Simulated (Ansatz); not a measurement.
# Al2O3, response to strain

Base system: Al$_{2}$O$_{3}$ in the corundum structure (space group R-3c, No. 167; a = 4.809 Å, c = 13.124 Å (hexagonal axes)). Axes: x lies along a and z along c of the hexagonal cell.

Strains are applied to the cell and any free atomic positions relax.

Level of theory: PBE (Ansatz, a quantum-chemistry and plane-wave program, PAW, no spin-orbit coupling).

Notes on the quantities. pressure: mean of the normal stresses, compression positive.

```csv
variant,pressure,volume per atom,electron mass,band gap,width of the top valence band
base,0.00 GPa,8.76 Å³,"0.38 mₑ along c, 0.36 mₑ across (at Γ)",5.85 eV,0.60 eV
uniaxial strain ε_zz = −3.00 %,7.18 GPa,8.50 Å³,"0.42 mₑ along z, 0.37 mₑ across (at Γ)",5.96 eV,0.84 eV
uniaxial strain ε_zz = −2.25 %,(withheld),8.56 Å³,"0.41 mₑ along z, 0.37 mₑ across (at Γ)",5.94 eV,0.78 eV
uniaxial strain ε_zz = −1.50 %,(withheld),8.63 Å³,"0.40 mₑ along z, 0.37 mₑ across (at Γ)",(withheld),0.72 eV
uniaxial strain ε_zz = −0.75 %,1.70 GPa,8.70 Å³,"0.39 mₑ along z, 0.37 mₑ across (at Γ)",5.88 eV,0.66 eV
```

Task: Fill in the withheld entries from the trend.

Result: 
- uniaxial strain ε_zz = −2.25 %, pressure: 5.28 GPa
- uniaxial strain ε_zz = −1.50 %, pressure: 3.46 GPa
- uniaxial strain ε_zz = −1.50 %, band gap: 5.91 eV

Masses are band curvatures over ±0.01 Å⁻¹ around the edge. Stability against distortions was not tested.
